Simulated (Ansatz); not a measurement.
The parent structure is Si (space group Ia-3, No. 206; a = 6.602 Å).

Computed with PBEsol in Ansatz (plane waves to 420 eV, PAW, scalar-relativistic without spin-orbit coupling).

One thing is altered: every lattice vector is shortened by 2.30 %, atoms relaxed at fixed cell.

Problem. What does the calculation give for the energy relative to the base after the change?

Solution. The energy increases by 26 meV/atom.

Problem. Predict the new largest internal atomic displacement.

Solution. The largest internal atomic displacement is 0.022 Å.

The cells carry an imposed strain or load. Whether these cells are dynamically stable was not tested. This is not the structure that Si has at room temperature and ambient pressure.

Ansatz is a first-principles code.
